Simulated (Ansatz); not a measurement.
**Pressure series in Os**

Start from Os in the fcc (Cu type) structure (space group Fm-3m, No. 225; a = 3.821 Å).

Cell and atoms are relaxed at each pressure.

All numbers come from Ansatz (an electronic-structure program) PBEsol, no SOC.

Notes on the quantities. enthalpy: H = E + PV relative to the base's energy.

```json
[
 {"case": "base", "lattice parameter a": "3.821 Å", "enthalpy": "–"},
 {"case": "pressure −2 GPa", "lattice parameter a": "3.827 Å", "enthalpy": "-0.17 eV/atom"},
 {"case": "pressure −1 GPa", "lattice parameter a": "3.824 Å", "enthalpy": "-0.09 eV/atom"},
 {"case": "pressure 0.3 GPa", "lattice parameter a": "3.820 Å", "enthalpy": "+0.03 eV/atom"},
 {"case": "pressure 0.7 GPa", "lattice parameter a": "3.818 Å", "enthalpy": "+0.06 eV/atom"},
 {"case": "pressure 1.5 GPa", "lattice parameter a": "3.816 Å", "enthalpy": "+0.13 eV/atom"},
 {"case": "pressure 3 GPa", "lattice parameter a": "3.812 Å", "enthalpy": "+0.26 eV/atom"},
 {"case": "pressure 5 GPa", "lattice parameter a": "3.806 Å", "enthalpy": "+0.43 eV/atom"},
 {"case": "pressure 7.5 GPa", "lattice parameter a": "3.799 Å", "enthalpy": "+0.65 eV/atom"},
 {"case": "pressure 10 GPa", "lattice parameter a": "3.792 Å", "enthalpy": "+0.86 eV/atom"}
]
```

Load acts through the strain it causes; cell and atoms are relaxed under it. Whether these cells are dynamically stable was not tested. Competing high-pressure phases were not computed. All final runs are without spin polarisation. This is not the structure that Os has at room temperature and ambient pressure.
